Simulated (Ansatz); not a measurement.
System: Be3N2 (P6₃/mmc, No. 194, 10 atoms in the cell; start mp-6977; a measured phase of this formula has another space group). Method: r²SCAN-D4 (plane waves, PAW; Ansatz, a first-principles code).

Run with plane-wave cutoff 500 eV, 18×18×4 k mesh (along the axes of the cell as run), gaussian smearing 0.02 eV, scalar-relativistic PAW data made under PBE.

Cell (relaxed at this level):

```cif
data_Be6N4
_chemical_formula_sum 'Be6 N4'
_space_group_name_H-M_alt 'P63/mmc'
_space_group_IT_number 194
_space_group_name_Hall '-P 6c 2c'
_cell_length_a 2.82698
_cell_length_b 2.82698
_cell_length_c 9.69426
_cell_angle_alpha 90.000
_cell_angle_beta 90.000
_cell_angle_gamma 120.000
loop_
_atom_site_label
_atom_site_type_symbol
_atom_site_symmetry_multiplicity
_atom_site_Wyckoff_symbol
_atom_site_fract_x
_atom_site_fract_y
_atom_site_fract_z
_atom_site_occupancy
Be1 Be 4 f 0.33333 0.66667 0.07821 1
Be2 Be 2 b 0.00000 0.00000 0.25000 1
N1 N 2 a 0.00000 0.00000 0.00000 1
N2 N 2 c 0.33333 0.66667 0.25000 1
```

Question: Give the computed band gap.

Answer: 
- band gap: 4.03 eV (on the SCF k mesh)

Note: a distance lies near a switch of the dispersion term, which can move the cell; the relaxation could not lower the start's symmetry, so the cell can be a saddle point above a distorted one.

Computed values are for the static lattice.

A start named mp-… is a Materials Project structure, which need not be a measured phase.
